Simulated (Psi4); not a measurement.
Psi4 1.11, PBE/def2-svpd: W(S)2(F)(Br) ([F][W](=[S])(=[S])[Br]), 5 atoms. The geometry is a generated start, not checked to be a minimum at this level.

task: energy
method: pbe
basis: def2-svpd
memory: 3 GB
maxiter: 100
keys of the molecule block: symmetry c1
scf_type: df (default)
guess: auto, which took SAD (default)
scf_initial_accelerator: adiis (default)
e_convergence: 1e-06 (default)
d_convergence: 1e-06 (default)
dft_radial_points: 75 (default)
dft_spherical_points: 302 (default)
effective core potentials: those of the basis set, past Kr
basis functions: 153
grid points: 108274

```xyz
5

W     -0.0567    -0.1005     0.0596
S      1.1133    -0.9749    -1.5447
S      1.3504     0.6933     1.5080
F     -1.1506    -1.3484     0.8285
Br    -1.2564     1.7305    -0.8513
```

Charge 0 and multiplicity 1 are set for this test and not shown to be the ground state.

One run each on 2 threads. Values of diis_max_vecs tried: 3, 6, 10 (default), 20.

**Question.** Which value of diis_max_vecs needs the fewest SCF iterations, and what happens away from it?

**Answer.** Fewest SCF iterations, within one of each other: 10 (default) with 13, 20 with 13. The count rises to 82 at 3. All converge to one solution.

| diis_max_vecs | SCF iterations | end |
|---|---|---|
| 3 | 82 | same solution |
| 6 | 17 | same solution |
| 10 (default) | 13 | same solution |
| 20 | 13 | same solution |
